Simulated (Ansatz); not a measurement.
For WSi2 (model structure, started from the C49 type, Cmcm, No. 63, 6 atoms in the cell), PBE (Ansatz, a first-principles code, plane waves, PAW) gives:

* **equilibrium volume per atom**: 15.05 Å³/atom
* **enthalpy of formation**: 0.071 eV/atom

**Question.** What does PBE-D3(BJ) (Ansatz, plane waves, PAW) give for the same quantities?

**Answer.** 
- equilibrium volume per atom: 14.47 Å³/atom (shrinks by 3.9 %)
- formation enthalpy: -0.015 eV/atom (moves by -0.086 eV/atom)

Changes are worked out from the printed values.

Unless a cell is named, each level is at its own relaxed cell (PBE 15.05, PBE-D3(BJ) 14.47 Å³/atom).

Levels without +SOC leave out spin–orbit coupling, which shifts energies and cells of such heavy elements.

Ansatz's density-functional and Hartree–Fock values are scalar-relativistic unless marked +SOC, with PAW data made under PBE.

A model structure was made by putting elements into a prototype or built by hand; it is no filed structure, need not be a known phase, and can be a saddle point held by its symmetry.
